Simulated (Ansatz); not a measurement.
For TaGe (model structure, started from the TiAs type, P6₃/mmc, No. 194, 8 atoms in the cell), PBEsol in Ansatz (plane waves, PAW) gives:

```
Quantity               Value
------------------  --------
lattice constant a   3.656 Å
c axis length       12.176 Å
```

Q: What does PBE-D3(BJ) (Ansatz, a quantum-chemistry and plane-wave program, plane waves, PAW) give for the same quantities?

A: 
- lattice constant a: 3.661 Å (grows by 0.1 %)
- lattice parameter c: 12.202 Å (rises by 0.2 %)

Changes are worked out from the printed values.

Unless a cell is named, each level is at its own relaxed cell (PBEsol 17.62, PBE-D3(BJ) 17.71 Å³/atom).

Levels without +SOC leave out spin–orbit coupling, which shifts energies and cells of such heavy elements.

Ansatz's density-functional and Hartree–Fock values are scalar-relativistic unless marked +SOC, with PAW data made under PBE.

A model structure was made by putting elements into a prototype or built by hand; it is no filed structure, need not be a known phase, and can be a saddle point held by its symmetry.
